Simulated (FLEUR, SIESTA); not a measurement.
A SIESTA input for a self-consistent single point of a sheet of ZrS₂ (3 atoms in the cell) (DFT, GGA PBE+U, numerical atomic orbitals DZP, PseudoDojo PBE standard norm-conserving potentials (rewritten from UPF to PSML)):

```
# files in the folder: Zr.psml S.psml (PseudoDojo PBE standard)
SystemName  ZrS2
SystemLabel zrs2

NumberOfAtoms                3
NumberOfSpecies              2
%block ChemicalSpeciesLabel
  1 40 Zr
  2 16 S
%endblock ChemicalSpeciesLabel
LatticeConstant              1.0 Bohr
%block LatticeVectors
     6.843389937    0.000000000    0.000000000
    -3.421696858    5.926551513    0.000000000
     0.000000000    0.000000000   32.025816023
%endblock LatticeVectors
AtomicCoordinatesFormat      Bohr
%block AtomicCoordinatesAndAtomicSpecies
     0.000000000    0.000000000   16.012908012  1
    -0.000004682    3.951036318   18.797744870  2
     3.421697760    1.975515196   13.228071153  2
%endblock AtomicCoordinatesAndAtomicSpecies

XC.functional                GGA
XC.authors                   PBE
PAO.BasisSize                DZP
PAO.EnergyShift              0.01 Ry
MeshCutoff                   400 Ry
%block kgrid.MonkhorstPack
    6   0   0  0.0
    0   6   0  0.0
    0   0   1  0.0
%endblock kgrid.MonkhorstPack
OccupationFunction           MP
OccupationMPOrder            0
ElectronicTemperature        580.23 K
DFTU.ProjectorGenerationMethod 2
DFTU.CutoffNorm              0.9
DFTU.FirstIteration          true
%block DFTU.proj
  Zr 1
  n=4 2
  2.00 0.00
  0.00 0.00
%endblock DFTU.proj

MaxSCFIterations             150
SCF.Mixer.Method             Broyden
SCF.Mixer.Weight             0.2
SCF.Mixer.History            8
SCF.DM.Tolerance             1.0E-04
Diag.ParallelOverK           true
WriteForces                  true
```

Q: Write the same calculation as an input for FLEUR.

A: This is the input that was run; spellings and numerical settings could be chosen otherwise.

Input of the input generator:

```
ZrS2 FLAPW
&input film=t /
6.8433910800 0.0000006796 0.0000000000
-3.4216961286 5.9265501835 0.0000000000
0.0000000000 0.0000000000 14.5696737162 11.5696737162
1.0
1.0 1.0 1.0

3
40 0.0000000000 0.0000000000 0.0000000000
16 0.3333333333 0.6666666667 2.7848368581
16 0.6666666667 0.3333333333 -2.7848368581

&comp jspins=1 /
&kpt div1=6 div2=6 div3=1 gamma=t /
&end /
```

```xml
<?xml version="1.0" encoding="UTF-8" standalone="no"?>
<fleurInput fleurInputVersion="0.39">
   <comment>
      ZrS2 FLAPW                                                                                          
   </comment>
   <calculationSetup>
      <cutoffs Kmax="4.6" Gmax="18.4" GmaxXC="18.4" numbands="0"/>
      <scfLoop itmax="60" minDistance="0.00001" maxIterBroyd="15" imix="Anderson" alpha="0.05" precondParam="0.8" spinf="2.0"/>
      <coreElectrons ctail="T" frcor="F" kcrel="0" coretail_lmax="0"/>
      <xcFunctional name="pbe" relativisticCorrections="F"/>
      <magnetism jspins="1"/>
      <soc l_soc="F" theta="0.0" phi="0.0" spav="F"/>
      <expertModes spex="0" secvar="F"/>
      <geometryOptimization l_f="T" forcealpha="1.0" forcemix="BFGS" epsdisp="0.00001" epsforce="0.00001"/>
      <ldaU l_linMix="F" mixParam="0.05" spinf="1.0"/>
   </calculationSetup>
   <cell>
      <bzIntegration valenceElectrons="24.0" mode="gauss" fermiSmearingEnergy="0.00183747">
         <kPointListSelection listName="default-1"/>
         <!-- k-points included here -->
         <xi:include xmlns:xi="http://www.w3.org/2001/XInclude" href="kpts.xml"> </xi:include>
      </bzIntegration>
      <!-- symmetry operations included here -->
      <xi:include xmlns:xi="http://www.w3.org/2001/XInclude" href="sym.xml"> </xi:include>
      <filmLattice scale="1.0" dVac="11.3900" dTilda="13.8900">
         <bravaisMatrixFilm>
            <row-1>    6.8433910800000000     0.0000006796000000</row-1>
            <row-2>   -3.4216961285999998     5.9265501834999998</row-2>
         </bravaisMatrixFilm>
         <vacuumEnergyParameters vacuum="1" spinUp="-.25" spinDown="-.25"/>
      </filmLattice>
   </cell>
   <atomSpecies>
      <species name="Zirconium (Zr)" element="Zr" atomicNumber="40">
         <mtSphere radius="2.66" gridPoints="919" logIncrement="0.014"/>
         <atomicCutoffs lmax="10" lnonsphr="8"/>
         <electronConfig flipSpins="F">
            <coreConfig>(1s1/2) (2s1/2) (2p1/2) (2p3/2) (3s1/2) (3p1/2) (3p3/2) (3d3/2) (3d5/2)</coreConfig>
            <valenceConfig>(4s1/2) (4p1/2) (4p3/2) (5s1/2) (4d3/2) (4d5/2)</valenceConfig>
            <stateOccupation state="(4d3/2)" spinUp="0.4" spinDown="0.4"/>
            <stateOccupation state="(4d5/2)" spinUp="0.6" spinDown="0.6"/>
         </electronConfig>
         <energyParameters s="5" p="5" d="4" f="4"/>
         <ldaU l="2" U="2.0" J="0.0" l_amf="F"/>
         <lo type="SCLO" l="0" n="4" eDeriv="0"/>
         <lo type="SCLO" l="1" n="4" eDeriv="0"/>
      </species>
      <species name="Sulfur (S)" element="S" atomicNumber="16">
         <mtSphere radius="1.73" gridPoints="599" logIncrement="0.019"/>
         <atomicCutoffs lmax="8" lnonsphr="6"/>
         <electronConfig flipSpins="F">
            <coreConfig>(1s1/2) (2s1/2) (2p1/2) (2p3/2)</coreConfig>
            <valenceConfig>(3s1/2) (3p1/2) (3p3/2)</valenceConfig>
            <stateOccupation state="(3p1/2)" spinUp="0.6666666666667" spinDown="0.6666666666667"/>
            <stateOccupation state="(3p3/2)" spinUp="1.3333333333333" spinDown="1.3333333333333"/>
         </electronConfig>
         <energyParameters s="3" p="3" d="3" f="4"/>
      </species>
   </atomSpecies>
   <atomGroups>
      <atomGroup species="Zirconium (Zr)">
         <filmPos label="                   1">.0000000000 .0000000000 .0000000000</filmPos>
         <force calculate="T" relaxXYZ="TTT"/>
      </atomGroup>
      <atomGroup species="Sulfur (S)">
         <filmPos label="                   2">1.000/3.000 -1.000/3.000 2.7848368581</filmPos>
         <filmPos label="                   3">-1.000/3.000 1.000/3.000 -2.7848368581</filmPos>
         <force calculate="T" relaxXYZ="TTT"/>
      </atomGroup>
   </atomGroups>
   <output dos="F" band="F" slice="F">
      <checks vchk="F" cdinf="F"/>
      <bandDOS minEnergy="-.5*Htr" maxEnergy="0.5*Htr" sigma="0.015" storeEVData="T"/>
      <vacuumDOS vacdos="F" integ="F" star="F" nstars="0" locx1="0.0" locy1="0.0" locx2="0.0" locy2="0.0" nstm="0" tworkf="0.0"/>
      <unfoldingBand unfoldBand="F" supercellX="1" supercellY="1" supercellZ="1"/>
      <plotting iplot="0" polar="F">
         <plot TwoD="T" vec1="  1.0  0.0  0.0" vec2="  0.0  1.0  0.0" vec3="  0.0  0.0  1.0" zero="  0.0  0.0 -0.5" file="plot"/>
      </plotting>
      <chargeDensitySlicing numkpt="0" minEigenval="0.0" maxEigenval="0.0" nnne="0" pallst="F"/>
      <specialOutput eonly="F"/>
      <magneticCircularDichroism mcd="F" energyLo="-10.0" energyUp="0.0"/>
   </output>
  <!-- We include the file relax.xml here to enable relaxations (see documentation) -->
  <xi:include xmlns:xi="http://www.w3.org/2001/XInclude" href="relax.xml"> <xi:fallback/> </xi:include>
</fleurInput>
```

Basis, cutoffs, solver keys and any potentials are the target program's own. This input uses DFT, PBE+U, all-electron FLAPW (FLEUR, film geometry), scalar-relativistic valence.

The starting cell was generated: these elements placed on a structure prototype, without a prior relaxation; it need not be a known phase or ordering of this composition. Its lattice was rescaled in the plane by a random factor within 2.5 % of one.
